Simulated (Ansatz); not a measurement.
**Effect of isotropic strain +2.31 % on CdO**

The parent structure is CdO in the rock salt structure (space group Fm-3m, No. 225; a = 4.768 Å).

Modification: an isotropic linear strain of +2.31 %; the atoms relax in the strained cell.

Calculations: PBE (Ansatz, a program for electronic structure), no spin-orbit coupling, earlier PAW set. k-mesh 12×12×12 (Γ-centred); smearing 0.05 eV (Fermi–Dirac).

The volume per atom goes up by 0.96 Å³ to 14.51 Å³ and the shortest interatomic distance increases by 0.055 Å (2.384 Å → 2.439 Å). The energy rises by 23 meV/atom and the band gap stays zero.

A case with no gap was solved on a k-mesh chosen for an insulator, which is coarse for it. Whether these cells are dynamically stable was not tested. All final runs are without spin polarisation. The zero or small gap of CdO can change with the level of theory.
